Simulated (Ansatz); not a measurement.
Start from InAgTe$_{2}$ in the chalcopyrite structure (space group I-42d, No. 122; a = 6.431 Å, c = 12.767 Å). Axes: x, y, z lie along a, b, c of the conventional cell.

Computed with PBEsol in Ansatz (plane waves to 420 eV, PAW, spin-orbit coupling left out).

Now apply this change: strain tensor (xx, yy, zz, yz, xz, xy) = (+1.48, −1.22, −0.11, −0.45, +0.05, +0.49) %, atoms relaxed at fixed cell.

**Question.** How does this affect the largest internal atomic displacement and stress?

**Answer.** The largest internal atomic displacement comes out as 0.020 Å; the stress (xx, yy, zz, yz, xz, xy; compression positive) amounts to (-0.33, 0.15, -0.03, 0.18, -0.02, -0.20) GPa.

Whether these cells are dynamically stable was not tested.

Ansatz is a program for electronic structure.
